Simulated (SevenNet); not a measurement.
## L1₂ (Cu3Au-type) Pt3Ti

The numbers are results of the machine-learned potential SevenNet-l3i5 (trained on PBE and PBE+U data), not measurements.

Cell (relaxed at this level):

```cif
data_Pt3Ti
_chemical_formula_sum 'Ti1 Pt3'
_space_group_name_H-M_alt 'Pm-3m'
_space_group_IT_number 221
_space_group_name_Hall '-P 4 2 3'
_cell_length_a 3.95123
_cell_length_b 3.95123
_cell_length_c 3.95123
_cell_angle_alpha 90.000
_cell_angle_beta 90.000
_cell_angle_gamma 90.000
loop_
_atom_site_label
_atom_site_type_symbol
_atom_site_symmetry_multiplicity
_atom_site_Wyckoff_symbol
_atom_site_fract_x
_atom_site_fract_y
_atom_site_fract_z
_atom_site_occupancy
Ti1 Ti 1 a 0.00000 0.00000 0.00000 1
Pt1 Pt 3 c 0.00000 0.50000 0.50000 1
```

| Quantity | Result |
|---|---|
| lattice constant a | 3.951 Å |
| equilibrium volume per atom | 15.42 Å³/atom |

Measured, for comparison: lattice constant a 3.916 Å, equilibrium volume per atom 15.01 Å³/atom (temperature not stated, not corrected to a static lattice; as tabulated in Molecular Dynamics Simulations of PtTi High-Temperature Shape Memory Alloys …). Computed (rounded) less measured: lattice constant a +0.9 %, equilibrium volume per atom +2.7 %.

A machine-learned potential is trained on density-functional data: it inherits that level's misses and adds fitting errors of its own.
